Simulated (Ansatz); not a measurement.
For WN₂ (model structure, Pca2₁, No. 29, 12 atoms in the cell), LDA (Ansatz, a first-principles code, PAW) gives:

- cohesive energy: 7.76 eV/atom
- band gap: 0.46 eV

What does PBEsol in Ansatz (PAW) give for the same quantities?


- cohesive energy: 6.93 eV/atom (decreases by 0.83 eV/atom)
- band gap: 0.56 eV (rises by 0.10 eV)

Changes are worked out from the printed values.

Unless a cell is named, each level is at its own relaxed cell (LDA 9.68, PBEsol 9.87 Å³/atom).

Levels without +SOC leave out spin–orbit coupling, which shifts energies and cells of such heavy elements.

Spin–orbit coupling is included only where a level's name says +SOC; with heavier elements it mostly lowers gaps and can invert bands. Density-functional gaps are differences of (generalised) Kohn–Sham levels.

Ansatz's density-functional and Hartree–Fock values are scalar-relativistic unless marked +SOC, with PAW data made under PBE.

A model structure was made by putting elements into a prototype or built by hand; it is no filed structure, need not be a known phase, and can be a saddle point held by its symmetry.
